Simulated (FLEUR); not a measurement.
Band structure of Mg2Ge (Fm-3m, 3 atoms in the cell).

```
Mg2Ge
1.0
    0.00000     3.20244     3.20244
    3.20244     0.00000     3.20244
    3.20244     3.20244     0.00000
Mg Ge
2 1
Direct
  0.75000   0.75000   0.75000
  0.25000   0.25000   0.25000
  0.00000   0.00000   0.00000
```

Method: PBE, all-electron FLAPW (FLEUR), scalar-relativistic valence.

Settings: Kmax = 4.3 1/bohr; GmaxXC = 17.2 1/bohr; xcFunctional = pbe; jspins = 1; l_soc = F; mode = hist; fermiSmearingEnergy = 0.00499791 Htr; mesh (inpgen div1-3) = 6 6 6; inpgen gamma flag = true; Gmax = 17.2 1/bohr; numbands = 0; maxIterBroyd = 25; imix = Anderson; alpha = 0.05.

The starting cell comes from a database of computed structures (which also holds hypothetical and non-ambient phases and stackings), without a prior relaxation at this level. Its lattice was rescaled by a random factor within 2.5 % of one. Values depend on the basis (sphere radii, cutoffs, local orbitals), which need not be converged.

These are the values that this program gave, and no reference: the default basis lacks the next d shell.

Levels in eV from the Fermi level, bands 14 to 21:
```csv
point,14,15,16,17,18,19,20,21
Γ,-9.93,-0.22,-0.22,-0.22,0.77,3.05,3.05,3.05
X,-8.25,-4.73,-2.22,-2.22,0.09,0.63,7.62,7.62
W,-8.22,-3.87,-3.87,-2.88,2.71,3.64,3.92,3.92
K,-8.27,-4.29,-3.69,-1.89,0.70,3.18,5.79,6.15
L,-8.71,-5.04,-0.96,-0.96,0.95,2.93,2.93,4.58
U,-8.27,-4.29,-3.69,-1.89,0.70,3.18,5.79,6.15
```
